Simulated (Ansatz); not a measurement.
The parent structure is C in the diamond structure (space group Fd-3m, No. 227; a = 3.5538 Å). Axes: x, y, z lie along the cube axes.

The values are results of Ansatz (a quantum-chemistry and plane-wave program), PBEsol, PAW, cutoff 420 eV, no SOC, not measurements.

Before the change:

```
Quantity                          Value
-----------------------------  --------
Pressure                       0.0 kbar
Shortest interatomic distance   1.539 Å
```

Perturbation: uniaxial strain ε_zz = +2.50 %, all other strain components held at zero, atoms relaxed at fixed cell.

**Question.** Predict the new energy relative to the base, pressure and shortest interatomic distance.

**Answer.** The energy grows by 11 meV/atom; the pressure (mean of the normal stresses, compression positive) goes from zero to -106.0 kbar; the shortest interatomic distance grows by 0.013 Å to 1.552 Å.

Whether these cells are dynamically stable was not tested.
